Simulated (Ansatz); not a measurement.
The parent structure is Be2C (space group Fm-3m, No. 225).

```
Be2C
1.0
    0.00000     2.16425     2.16425
    2.16425     0.00000     2.16425
    2.16425     2.16425     0.00000
Be C
2 1
Cartesian
  1.08212   1.08212   1.08212
  3.24637   3.24637   3.24637
  0.00000   0.00000   0.00000
```

The values are results of PBE (Ansatz, a first-principles code, PAW, no SOC), not measurements.

Before the change:

| Property | Value |
|---|---|
| Smallest direct gap | 4.14 eV |
| Width of the top valence band | 5.90 eV |
| Electron mass | 0.69 mₑ along k, 0.23 mₑ across (at X) |

One thing is altered: every lattice vector is shortened by 1.50 %; the atoms relax in the strained cell.

Problem. Predict the new smallest direct gap, width of the top valence band, mean gap deformation potential ΔEg/Δln V and electron mass.

Solution. The smallest direct gap rises by 0.08 eV, from 4.14 eV to 4.22 eV; the width of the top valence band rises by 0.172 eV to 6.08 eV; the mean gap deformation potential ΔEg/Δln V comes out as -0.4 eV; the electron mass changes from 0.69 mₑ along k, 0.23 mₑ across (at X) to 0.70 mₑ along k, 0.23 mₑ across (at X).

Masses are band curvatures over ±0.01 Å⁻¹ around the edge. Along k means along the line from Γ to the band edge. Stability against distortions was not tested.
